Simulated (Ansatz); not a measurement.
## BP (model structure, started from the GeS type, Pnma, No. 62, 8 atoms in the cell)

Calculation: r²SCAN+rVV10 (plane waves, PAW; Ansatz, a first-principles code).

Settings: plane-wave cutoff 560 eV, 8×18×16 k mesh (along the axes of the cell as run), Fermi–Dirac smearing 0.05 eV, scalar-relativistic PAW data made under PBE.

Cell (relaxed at this level):

```
CELL_PARAMETERS angstrom
      6.24415     0.00000     0.00000
      0.00000     3.22314     0.00000
      0.00000     0.00000     5.37459
ATOMIC_POSITIONS crystal
  B  0.16271 0.25000 0.39995
  B  0.33729 0.75000 0.89995
  B  0.83729 0.75000 0.60005
  B  0.66271 0.25000 0.10005
  P  0.83841 0.25000 0.39217
  P  0.66159 0.75000 0.89217
  P  0.16159 0.75000 0.60783
  P  0.33841 0.25000 0.10783
```

* **band gap**: 0.77 eV (indirect)
* **smallest direct gap on the k points sampled**: 1.21 eV

Note: the relaxation could raise the start's symmetry but not lower it, so the cell can be a saddle point.

Computed values are for the static lattice.

The result took roughly 120 core-seconds.

A model structure was made by putting elements into a prototype or built by hand; it is no filed structure, need not be a known phase, and can be a saddle point held by its symmetry.
